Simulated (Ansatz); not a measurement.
## SnO: energy against strain

SnO (litharge, P4/nmm, 17.516 Å³/atom at rest, c along z) under a strain ε along c (axis z), the other axes held. PBE-D3(BJ) in Ansatz, a plane-wave DFT program (PAW, default set), 420 eV, 12×12×10 Γ-centred mesh, Fermi-Dirac smearing 0.05 eV; ions are relaxed within the symmetry of each cell.

Here s stands for strain and y for E less E0.

| strain (%) | E less E0 (meV/atom) |
|---|---|
| -3.00 | ? |
| -1.20 | 0.36 |
| -0.60 | 0.10 |
| 0.00 | 0.00 |
| 0.60 | 0.08 |
| 1.20 | 0.27 |

The 5 complete rows are fitted with a parabola, y against s. Least squares gives y = 0.008 - 0.0333·s + 0.2143·s². Residuals (row less fit): 0.003, -0.005, -0.008, 0.015, -0.007; standard error 0.014 (degrees of freedom: 2). Twice the quadratic coefficient over the volume, 2 × 0.2143 meV × 10⁴ × 0.1602 / 17.516 Å³, is the elastic constant C33 = 39 ± 1.8 GPa.

Q: Predict the withheld y at s = -3.00 from the fit, and compare with the calculation.

A: y = 0.008 - 0.0333 × (-3.0) + 0.2143 × (-3.0)² = 2.037 meV/atom. The calculation gives 2.28 meV/atom, 0.243 meV/atom above the prediction (10.7 % of the range of y in the table). The row lies outside the fitted rows, so this is an extrapolation. From the scatter of the fitted rows alone, a prediction at this place has a standard error of 0.087 meV/atom, so the miss is 2.8 times that.

One order more, fitted to all 11 runs of the series, follows each within 0.01, so the miss is the next term of a smooth law. This level leaves no gap over 0.05 eV at strain -3.00, -1.20, -0.60, 0.00, 0.60, 1.20, where the mesh may be coarse. Rows are the converged runs of the series near zero and its far end; series whose fitted rows scatter by over a few per cent of the range, as at a crossing or softening among them, aren't shown in this form. Most that stay on the fit to the last digits aren't either.
